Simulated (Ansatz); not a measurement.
Take In₂O₃ in the corundum structure (space group R-3c, No. 167; a = 5.513 Å, c = 14.535 Å (hexagonal axes)) as the base.

Computed with PBEsol (Ansatz, a first-principles code), no spin-orbit coupling.

One change was made to it. Results:

| quantity | base | after |
|---|---|---|
| density | 7.23 g/cm³ | 7.54 g/cm³ |
| band gap | 1.11 eV | 1.36 eV |
| width of the top valence band | 0.22 eV | 0.22 eV |
| gap character | indirect, Γ–S₀ (57 % along) → Γ | indirect, L–Γ (33 % along) → Γ |

### Question
What was done to the base?
(A) pressure −2 GPa
(B) pressure 7.5 GPa
(C) pressure −1 GPa
(D) pressure 0.3 GPa

### Answer
B, pressure 7.5 GPa. For comparison, the band gap in the other runs: pressure 0.3 GPa gives 1.12 eV; pressure −1 GPa gives 1.08 eV; pressure −2 GPa gives 1.04 eV.

Load acts through the strain it causes; cell and atoms are relaxed under it. Stability against distortions was not tested. No other phases were tried under pressure.
